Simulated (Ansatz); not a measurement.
System: brucite Ca(OH)2 (model structure). Method: HSE06 (Ansatz, an electronic-structure program, plane waves, PAW).

Run with plane-wave cutoff 500 eV, 12×12×4 k mesh (along the axes of the cell as run), gaussian smearing 0.02 eV, scalar-relativistic PAW data made under PBE.

Cell (relaxed at this level):

```
CaH2O2
1.0
    1.79965    -3.11708     0.00000
    1.79965     3.11708     0.00000
    0.00000     0.00000     4.98684
Ca H O
1 2 2
Cartesian
  0.00000   0.00000   0.00000
  1.79965   1.03903   2.09767
  1.79965  -1.03903   2.88917
  1.79965   1.03903   1.13922
  1.79965  -1.03903   3.84762
```

Task: Give the computed band gap.

Result: 
band gap: 5.88 eV (on the SCF k mesh)

Computed values are for the static lattice.

A model structure was made by putting elements into a prototype or built by hand; here it ended with the formula and space group of a phase in our tables.
